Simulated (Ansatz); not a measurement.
The starting structures come from a database of crystals and need not be the phases stable at ambient conditions.

# Evanescent states of ZnS (P3m1, 16 atoms a cell, 19.5 Å³ an atom) along the normal of (001)

Method: r2SCAN (plane waves, PAW; Ansatz, a program for electronic structure).

No gap correction and no spin-orbit coupling; mid-gap is the computed energy nearest the middle.

Energies count from the valence-band top; κ is the least over a 12×12 mesh across the current.

```csv
E (eV),κ (1/Å),where
0.07,0.067,Γ
0.21,0.098,Γ
0.35,0.119,Γ
0.49,0.135,Γ
0.63,0.148,Γ
0.77,0.157,Γ
0.91,0.164,Γ
1.05,0.170,Γ
1.19,0.173,Γ
1.33,0.175,Γ
1.47,0.175,Γ
1.61,0.173,Γ
1.75,0.169,Γ
1.89,0.164,Γ
2.03,0.156,Γ
2.17,0.145,Γ
2.31,0.131,Γ
2.45,0.112,Γ
2.59,0.085,Γ
2.73,0.030,Γ
```

Question: How thick must the barrier be to attenuate the transmission by 10^8 when the electrodes' Fermi level lies at 1.47 eV, and what attenuation does that film give at 2.45 eV?

Answer: d = 8 ln 10 / (2 × 0.175) = 52.6 Å. At 2.45 eV it gives 8 × 0.112/0.175 = 5.1 decades.
